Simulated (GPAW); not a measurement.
Band structure of Zr₂Al (I4/mcm, 6 atoms in the cell).

```xyz
6
Lattice="-3.4032 3.4032 2.6727 3.4032 -3.4032 2.6727 3.4032 3.4032 -2.6727" Properties=species:S:1:pos:R:3 pbc="T T T"
Zr     1.0305     2.3727     0.0000
Zr     2.3727     1.0305     2.6727
Zr     4.4338     1.0305     0.0000
Zr    -1.0305     2.3727     2.6727
Al     0.0000     0.0000     1.3363
Al     0.0000     0.0000     4.0090
```

Computed with PBEsol, GPAW PAW datasets PBEsol (made by gpaw-setup) (plane waves; GPAW).

Settings: mode = pw; ecut = 550 eV; xc = PBEsol; kpts = 5 5 5; mesh shift (steps) = 0 0 0; occupations.name = methfessel-paxton; occupations.width = 0.1 eV; occupations.order = 0; nbands = -10; convergence.density = 1e-05 e/electron; symmetry.symmorphic = false; symmetry.tolerance = 0.0005; maxiter = 100; bandpath_npoints = 40.

The starting cell comes from a database of computed structures (which also holds hypothetical and non-ambient phases and stackings), without a prior relaxation at this level. Its lattice was rescaled by a random factor within 2.5 % of one.

Levels in eV from the Fermi level, bands 24 to 31:
| point | 24 | 25 | 26 | 27 | 28 | 29 | 30 | 31 |
|---|---|---|---|---|---|---|---|---|
| Γ | -0.86 | -0.83 | -0.43 | -0.30 | -0.30 | 1.52 | 1.78 | 2.10 |
| X | -0.94 | -0.85 | -0.73 | 0.16 | 0.25 | 1.30 | 1.33 | 1.49 |
| M | -0.77 | -0.34 | -0.22 | 0.05 | 0.39 | 0.78 | 0.78 | 1.25 |
| Z | -0.70 | -0.32 | -0.19 | 0.00 | 0.89 | 0.89 | 0.91 | 1.09 |
| P | -0.59 | -0.41 | -0.41 | -0.24 | -0.24 | 0.57 | 0.57 | 2.44 |
| N | -0.47 | -0.31 | -0.31 | 0.18 | 0.18 | 0.63 | 0.63 | 1.90 |
| Z1 | -0.70 | -0.32 | -0.19 | 0.00 | 0.89 | 0.89 | 0.91 | 1.09 |

Bands cross the Fermi level along this path, so the cell is metallic at this level.
